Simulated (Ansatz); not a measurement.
A set of cells, compared by their density of states at the Fermi level.

Cell A: Ag (fcc, Fm-3m), 1 atom in the cell, k-point mesh 26×26×26 on the run's own vectors.
```xyz
1
Lattice="0.0000 2.0739 2.0739 2.0739 0.0000 2.0739 2.0739 2.0739 0.0000" Properties=species:S:1:pos:R:3 pbc="T T T"
Ag     0.0000     0.0000     0.0000
```

Cell B: Cu (fcc, Fm-3m), 1 atom in the cell; spin state with PBE: run without spin, k-point mesh 28×28×28 on the run's own vectors.
```
Cu
1.0
    0.00000     1.81489     1.81489
    1.81489     0.00000     1.81489
    1.81489     1.81489     0.00000
Cu
1
Direct
  0.00000   0.00000   0.00000
```

Cell C: Al (fcc, Fm-3m), 1 atom in the cell, k-point mesh 26×26×26 on the run's own vectors.
Al is modelled in the cubic space group Fm-3m (No. 225), the fcc (Cu type) structure, Pearson symbol cF4. Lattice parameters: a = 4.0416 Å, b = 4.0416 Å, c = 4.0416 Å, α = 90.00°, β = 90.00°, γ = 90.00°. Al on 4a is coordinated by 12 Al at 2.858 Å (cuboctahedral). (Neighbours: up to the widest gap in distance over summed covalent radii, below 1.35, at either atom.)
(The calculation used a cell of 1 atom; values per cell refer to that cell.)

Cell D: W (bcc, Im-3m), 1 atom in the cell; spin state with PBE: run without spin, k-point mesh 26×26×26 on the run's own vectors.
```xyz
1
Lattice="-1.5919 1.5919 1.5919 1.5919 -1.5919 1.5919 1.5919 1.5919 -1.5919" Properties=species:S:1:pos:R:3 pbc="T T T"
W      0.0000     0.0000     0.0000
```

Cell E: Pt (fcc, Fm-3m), 1 atom in the cell, k-point mesh 26×26×26 on the run's own vectors.
```xyz
1
Lattice="0.0000 1.9861 1.9861 1.9861 0.0000 1.9861 1.9861 1.9861 0.0000" Properties=species:S:1:pos:R:3 pbc="T T T"
Pt     0.0000     0.0000     0.0000
```

All numbers come from Ansatz (an electronic-structure program), plane waves with PAW, its default PAW set, cutoff 420 eV. The structures are at rest with PBE. Neutral cells; Fermi-Dirac smearing of at most 0.10 eV in the solids, energies taken to zero width. The runs are scalar-relativistic, without spin-orbit coupling. A dispersion term ran beside these levels; it doesn't touch the electrons. Both spins, broadened by a Gaussian of 0.2 eV on the run's mesh.

### Question
What does PBE give for the density of states at the Fermi level of each cell (states/eV per atom)?

### Answer
```json
[
 {"system": "A", "PBE": "0.26"},
 {"system": "B", "PBE": "0.30"},
 {"system": "C", "PBE": "0.38"},
 {"system": "D", "PBE": "0.47"},
 {"system": "E", "PBE": "1.8"}
]
```

With PBE the value is lowest for A and highest for E.
